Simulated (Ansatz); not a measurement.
A self-consistent single point of a sheet of LiBr (2 atoms in the cell) with Ansatz (a quantum-chemistry and plane-wave program).

Method: revPBE, harder PAW files (source: ansatz) made with PBE (plane waves; Ansatz).

```xyz
2
Lattice="4.0811 0.0000 0.0000 -2.0406 3.5343 0.0000 0.0000 0.0000 14.0000" Properties=species:S:1:pos:R:3 pbc="T T T"
Li     2.0406     1.1781     7.0000
Br     0.0000     2.3562     7.0000
```

Reference input (self-consistent single point, DFT, PBE, plane waves, harder PAW files (source: ansatz)): basis.ecutwfc = 57.3 Ry; kpoints.mp_grid.grid = 9 9 1; hamiltonian.xc = pbe; hamiltonian.pseudopotentials = {kind: paw, source: ansatz}; scf.occupations.method = gaussian; scf.occupations.width = 0.0073 Ry. This run's input differs from it in these lines:

Ansatz 0.2 input:
```diff
@@ -14,3 +14,3 @@
 hamiltonian:
-  xc: pbe
+  xc: revpbe
   pseudopotentials: { kind: paw, source: ansatz }
```

Output, abridged:

```
SCF iter   1: F=—  HF=-6349.894913 eV  |F-HF|=—  |Δ(HF+E_count)|=         —  Δρ=1.25e-2  dr2=7.54e-1  ethr=3.10e-3  ⟨swp⟩=7.8  Hψ=1151  notcnv=0
all-band conjugate gradients solve this SCF's bands
preconditioner: auto → Resta (q_TF=auto, 1.856 Å⁻¹)
SCF iter   2: F=—  HF=-6349.677333 eV  |F-HF|=—  |Δ(HF+E_count)|=   2.18e-1  Δρ=5.33e-3  dr2=1.03e-1  ethr=3.10e-3  ⟨swp⟩=2.2  Hψ=349  notcnv=0
   [... lines left out ...]
SCF iter   4: F=—  HF=-6349.694582 eV  |F-HF|=—  |Δ(HF+E_count)|=   9.22e-3  Δρ=3.42e-4  dr2=2.10e-4  ethr=4.54e-5  ⟨swp⟩=2.0  Hψ=256  notcnv=0
SCF iter   5: F=—  HF=-6349.695237 eV  |F-HF|=—  |Δ(HF+E_count)|=   6.55e-4  Δρ=6.62e-5  dr2=6.28e-6  ethr=1.05e-6  ⟨swp⟩=2.0  Hψ=245  notcnv=0
SCF iter   6: F=—  HF=-6349.695265 eV  |F-HF|=—  |Δ(HF+E_count)|=   2.86e-5  Δρ=5.17e-6  dr2=5.66e-8  ethr=5.00e-10  ⟨swp⟩=8.6  Hψ=1113  notcnv=0
SCF iter   7: F=-6349.695265 eV  HF=-6349.695265 eV  |F-HF|=4.50e-9  |Δ(HF+E_count)|=   3.00e-8  Δρ=5.47e-7  dr2=7.67e-10  ethr=2.83e-10  ⟨swp⟩=4.6  Hψ=774  notcnv=0
SCF 1 converged in 7 iterations: F = -6349.695265 eV  dr2 = 7.67e-10
Free energy (F): -6349.695265 eV
Internal energy: -6349.695265 eV  (E = F + TS)
E sigma→0 (E₀):  -6349.695265 eV
Fermi energy:    -2.074803 eV
--- Forces (eV/Å), atoms counted from 1 ---
  atom   1  Li    -0.00000000     0.00000000     0.00000000
  atom   2  Br    -0.00000000     0.00000000     0.00000000
--- Stress (GPa, compression-positive) ---
        1.183795      -0.000000      -0.000000
        0.000000       1.183795       0.000000
       -0.000000       0.000000       0.000017
  P = ⅓ Tr σ = 0.7892 GPa (7.892 kbar)
  The stress holds the Pulay correction. Without it, at fixed plane waves, as pw.x and ABINIT print it: P = 0.7886 GPa
```

The run converged in 7 iterations. Against the reference run the gap on the mesh goes from 5.458 to 5.521 eV.

The starting cell was generated: these elements placed on a structure prototype, without a prior relaxation; it need not be a known phase or ordering of this composition. Its lattice was rescaled in the plane by a random factor within 2.5 % of one. The cutoff lies below the one recommended for these files.
